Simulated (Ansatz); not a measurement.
## AlP: pressure series

The reference is AlP in the zinc blende structure (space group F-43m, No. 216).

```cif
data_AlP
_chemical_formula_sum 'P1 Al1'
_space_group_name_H-M_alt 'P 1'
_space_group_IT_number 1
_cell_length_a 3.89457
_cell_length_b 3.89457
_cell_length_c 3.89457
_cell_angle_alpha 60.000
_cell_angle_beta 60.000
_cell_angle_gamma 60.000
loop_
_space_group_symop_operation_xyz
  'x, y, z'
loop_
_atom_site_label
_atom_site_type_symbol
_atom_site_fract_x
_atom_site_fract_y
_atom_site_fract_z
_atom_site_occupancy
P1 P 0.25000 0.25000 0.25000 1
Al1 Al 0.00000 0.00000 0.00000 1
```

Cell and atoms are relaxed at each pressure.

Level of theory: PBE (Ansatz, a first-principles code; PAW; 420 eV plane waves; no SOC).

For the base:

| Property | Value |
|---|---|
| Band gap | 1.63 eV |

Question: The aim is a band gap between 1.16 eV and 1.25 eV. Which of these changes reaches it?
(A) pressure 2.1 GPa
(B) pressure −2 GPa
(C) pressure 22.5 GPa

Answer: C, pressure 22.5 GPa. It gives 1.21 eV; pressure −2 GPa gives 1.68 eV; pressure 2.1 GPa gives 1.59 eV. Changes not listed may reach it too

Load acts through the strain it causes; cell and atoms are relaxed under it. Whether these cells are dynamically stable was not tested. Measured, AlP leaves this structure (for the NiAs type) near 14.2 GPa (temperature not stated; as listed in Datta, Sujoy, Jana, Debnarayan, arXiv (2020)), on rising pressure, with hysteresis.
